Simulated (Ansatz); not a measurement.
System: interstitial O in wurtzite GaN (neutral cell). All values below come from PBE, PAW (plane waves to 420 eV; Ansatz, an electronic-structure program).

Cell of 72 host sites held at the relaxed PBE lattice; a 2×2×2 k-point mesh shifted by half a step along c; Fermi-Dirac width 0.01 eV, spin-restricted; finite-size errors left in. No zero-point or tunnelling terms. The charge state is imposed; whether it is stable for some Fermi level was not computed. Sites that were not tried may lie lower.

Barriers: single points on a 3×3×3 k-point mesh shifted by half a step along c at the bands' geometries.

The step: O moves alone to another site. Atoms about the jump, Cartesian Å from the middle of the jump, before and after:

```tsv
atom	x0	y0	z0	x1	y1	z1
O1	-0.27	0.47	0.00	0.27	-0.47	0.00
N2	0.38	0.10	1.25	0.28	0.28	1.25
Ga3	0.26	0.17	-1.73	0.28	0.14	-1.73
Ga4	0.30	-1.80	1.46	0.28	-1.82	1.45
Ga5	-1.44	1.15	1.45	-1.41	1.16	1.46
N6	0.29	-1.74	-1.98	0.28	-1.79	-2.08
N7	-1.41	1.14	-2.08	-1.36	1.12	-1.98
N8	-2.97	0.16	0.73	-2.93	0.17	0.72
N9	-1.32	-2.62	0.72	-1.34	-2.65	0.73
Ga10	-2.92	0.17	-1.26	-2.93	0.16	-1.26
Ga11	-1.32	-2.62	-1.26	-1.31	-2.62	-1.26
Ga12	1.99	1.12	1.46	1.96	1.16	1.46
```

Problem. Predict the transition state.

Solution. 
| atom | x | y | z |
|---|---|---|---|
| O1 | -0.31 | -0.18 | -0.05 |
| N2 | 0.28 | 0.16 | 1.26 |
| Ga3 | 0.29 | 0.17 | -1.73 |
| Ga4 | 0.29 | -1.79 | 1.50 |
| Ga5 | -1.41 | 1.14 | 1.50 |
| N6 | 0.31 | -1.76 | -2.06 |
| N7 | -1.37 | 1.15 | -2.06 |
| N8 | -2.95 | 0.18 | 0.75 |
| N9 | -1.32 | -2.65 | 0.75 |
| Ga10 | -2.89 | 0.18 | -1.24 |
| Ga11 | -1.28 | -2.59 | -1.24 |
| Ga12 | 1.95 | 1.12 | 1.42 |
It lies 0.18 eV above the start and 0.18 eV above the end. The saddle point's order was not checked, and it lies on a symmetry element of the cell, where a band can be held.
